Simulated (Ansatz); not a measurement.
TiAl under a change: biaxial strain −1.00 %, plane normal [001], relaxed out of plane

The reference is TiAl (space group P4/mmm, No. 123; a = 2.813 Å, c = 4.062 Å; relaxed with 0.1 eV smearing). Axes: x, y, z lie along a, b, c of the conventional cell.

Perturbation: compressive biaxial strain of 1.00 % in the plane normal to [001], as in epitaxy on a mismatched substrate; the out-of-plane cell vector and the atoms relax.

All numbers come from r2SCAN (Ansatz, a first-principles code, PAW, spin-orbit coupling left out). k-mesh 20×20×14 (Γ-centred); smearing 0.1 eV (Fermi–Dirac).

- Volume per atom: 15.89 Å³ (base 16.07 Å³)
- Space group: P4/mmm (No. 123) (base P4/mmm (No. 123))
- Shortest interatomic distance: 2.785 Å (base 2.813 Å)
- Pressure (mean of the normal stresses, compression positive): 1.3 GPa (base 0.0 GPa)
- Band gap: zero (base zero)
- Out-of-plane strain: +0.94 %
- Mean in-plane stress (compression positive): +2.0 GPa

Stability against distortions was not tested. The final runs are not spin-polarised.
